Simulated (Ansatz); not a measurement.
**HoF₃ (Pnma, No. 62)**

Method: r²SCAN (PAW; Ansatz, a first-principles code).

Settings: plane-wave cutoff 500 eV, 6×6×10 k mesh (along the axes of the cell as run), Fermi–Dirac smearing 0.05 eV, spin-polarised start, scalar-relativistic PAW data made under PBE.

Cell (relaxed at this level):

Space group Pnma (No. 62); a = 6.398 Å, b = 6.860 Å, c = 4.358 Å, α = β = γ = 90.00°

```
atom  site  symmetry       x       y       z
----  ----  --------  ------  ------  ------
Ho      4c       .m.  0.3682  0.2500  0.0623
F       8d         1  0.1650  0.0633  0.3810
F       4c       .m.  0.0203  0.2500  0.9145
```

```
Quantity                 Value
---------------  -------------
volume per atom  11.96 Å³/atom
```

Note: the magnetic order was assumed, not searched for or taken from measurement; the 4f shell is treated without U or exact exchange, so its levels and filling can be wrong.

Spin–orbit coupling is not included.

Computed values are for the static lattice.
